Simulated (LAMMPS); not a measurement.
Simulation of a melt made from Al (fcc), 4000 atoms, at 1210 K and 0 GPa, brought to that temperature within a few picoseconds.

Computed with classical MD, pair style eam/fs, file AlFe_mm.eam.fs (LAMMPS).

| r (Å) | g(r) |
|---|---|
| 2.100 | 0.000 |
| 2.140 | 0.001 |
| 2.180 | 0.002 |
| 2.220 | 0.008 |
| 2.260 | 0.029 |
| 2.300 | 0.070 |
| 2.340 | 0.165 |
| 2.380 | 0.354 |
| 2.420 | 0.604 |
| 2.460 | 0.921 |
| 2.500 | 1.32 |
| 2.540 | 1.65 |
| 2.580 | 1.99 |
| 2.620 | 2.30 |
| 2.660 | 2.52 |
| 2.700 | 2.62 |
| 2.740 | 2.70 |
| 2.780 | 2.69 |
| 2.820 | 2.67 |
| 2.860 | 2.54 |
| 2.900 | 2.39 |
| 2.940 | 2.21 |
| 2.980 | 2.05 |
| 3.020 | 1.88 |
| 3.060 | 1.73 |
| 3.100 | 1.57 |
| 3.140 | 1.47 |
| 3.180 | 1.36 |
| 3.220 | 1.29 |
| 3.260 | 1.18 |
| 3.300 | 1.13 |
| 3.340 | 1.04 |
| 3.380 | 0.979 |
| 3.420 | 0.921 |
| 3.460 | 0.825 |
| 3.500 | 0.787 |
| 3.540 | 0.722 |
| 3.580 | 0.685 |
| 3.620 | 0.659 |
| 3.660 | 0.625 |
| 3.700 | 0.596 |
| 3.740 | 0.605 |
| 3.780 | 0.577 |
| 3.820 | 0.577 |
| 3.860 | 0.577 |
| 3.900 | 0.577 |
| 3.940 | 0.588 |
| 3.980 | 0.585 |
| 4.020 | 0.611 |
| 4.060 | 0.650 |
| 4.100 | 0.651 |
| 4.140 | 0.669 |
| 4.180 | 0.701 |
| 4.220 | 0.713 |
| 4.260 | 0.740 |
| 4.300 | 0.760 |
| 4.340 | 0.780 |
| 4.380 | 0.792 |
| 4.420 | 0.836 |
| 4.460 | 0.848 |
| 4.500 | 0.896 |
| 4.540 | 0.918 |
| 4.580 | 0.952 |
| 4.620 | 0.988 |
| 4.660 | 0.989 |
| 4.700 | 1.04 |
| 4.740 | 1.07 |
| 4.780 | 1.08 |
| 4.820 | 1.11 |
| 4.860 | 1.13 |
| 4.900 | 1.15 |
| 4.940 | 1.17 |
| 4.980 | 1.17 |
| 5.020 | 1.18 |
| 5.060 | 1.21 |
| 5.100 | 1.20 |
| 5.140 | 1.21 |
| 5.180 | 1.22 |
| 5.220 | 1.23 |
| 5.260 | 1.22 |
| 5.300 | 1.21 |
| 5.340 | 1.20 |
| 5.380 | 1.19 |
| 5.420 | 1.18 |
| 5.460 | 1.17 |
| 5.500 | 1.16 |
| 5.540 | 1.15 |
| 5.580 | 1.14 |
| 5.620 | 1.11 |
| 5.660 | 1.07 |
| 5.700 | 1.07 |
| 5.740 | 1.05 |
| 5.780 | 1.04 |
| 5.820 | 1.03 |
| 5.860 | 0.995 |
| 5.900 | 0.987 |
| 5.940 | 0.969 |
| 5.980 | 0.962 |
| 6.020 | 0.960 |
| 6.060 | 0.943 |
| 6.100 | 0.928 |
| 6.140 | 0.906 |
| 6.180 | 0.915 |

Main features:
- state found: liquid
- first peak of g(r): 2.77 Å, height 2.7
- coordination number: 11.8 (counted to 3.86 Å)

Caution: the potential EAM-type AlFe_mm.eam.fs is made for dilute Fe in Al.
